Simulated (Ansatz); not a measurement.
**Al3Sc: energy against strain**

Al3Sc (L1_2, Pm-3m, 16.395 Å³/atom at rest) under an equal strain ε in the (001) plane with the normal axis free, as in a coherent film. LDA in Ansatz, a plane-wave DFT program (PAW, default set), 420 eV, 14×14×14 Γ-centred mesh, Fermi-Dirac smearing 0.10 eV; ions are relaxed within the symmetry of each cell.

Here s stands for strain and y for E less E0.

| strain (%) | E less E0 (meV/atom) |
|---|---|
| -1.20 | 3.35 |
| -0.60 | 0.79 |
| 0.00 | 0.00 |
| 0.60 | 0.88 |
| 1.20 | 3.35 |
| 3.00 | ? |

Problem. Using a parabola, estimate the missing y at s = 3.00 from the other rows, showing the fit.

Solution. Least squares gives y = -0.002 + 0.0150·s + 2.3274·s². Residuals (row less fit): 0.019, -0.037, 0.002, 0.035, -0.017; standard error 0.040 (degrees of freedom: 2). Twice the quadratic coefficient over the volume, 2 × 2.3274 meV × 10⁴ × 0.1602 / 16.395 Å³, is twice the biaxial elastic modulus of this plane = 455 ± 6 GPa. At the withheld row, y = -0.002 + 0.0150 × 3.0 + 2.3274 × 3.0² = 20.990 meV/atom. The calculation gives 19.37 meV/atom, 1.620 meV/atom below the prediction (8.4 % of the range of y in the table). The row lies outside the fitted rows, so this is an extrapolation. From the scatter of the fitted rows alone, a prediction at this place has a standard error of 0.259 meV/atom, so the miss is 6.3 times that.

One order more, fitted to all 11 runs of the series, follows each within 0.01, so the miss is the next term of a smooth law. In a metal these values are sensitive to mesh and smearing; energies are taken to zero smearing, stresses follow the free energy. Rows are the converged runs of the series near zero and its far end; series whose fitted rows scatter by over a few per cent of the range, as at a crossing or softening among them, aren't shown in this form. Most that stay on the fit to the last digits aren't either.
